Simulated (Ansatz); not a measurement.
Structures of equal composition on the (0001) surface of 4H silicon carbide (Si plane on top): (√3x√3)R30° Si adatom at H3; (√3x√3)R30° Si adatom at T4. The slabs share one bottom face, and each structure is named by its start. These are constructed structures in small cells; real faces may alloy, dewet or reconstruct in larger ones, and not all known structures of the face are among them. Slabs of about 10 Å, Fermi-Dirac smearing of 0.025 eV. Bottom of the slabs: H caps. Relaxed from the named starts with such symmetry as they have, on meshes of like density; energies extrapolated to zero smearing; spin only where a row says so; no spin-orbit coupling, no U. Brackets mark spin-polarised runs, whose order is one that fits the cell. Where a second, spin-polarised start was run, the lower counts.

Computed with r2SCAN, at the PBE geometry (plane waves to 500 eV, PAW; Ansatz, a first-principles code).

Question: Order them by energy per 1x1 cell (lowest first) at the level r2SCAN, at the PBE geometry.

Answer: (√3x√3)R30° Si adatom at T4 (0.000 eV [spin, 1.0 μB a cell], gap 0.89 eV on the mesh), (√3x√3)R30° Si adatom at H3 (0.183 eV [spin, 1.0 μB a cell], gap 1.03 eV on the mesh)
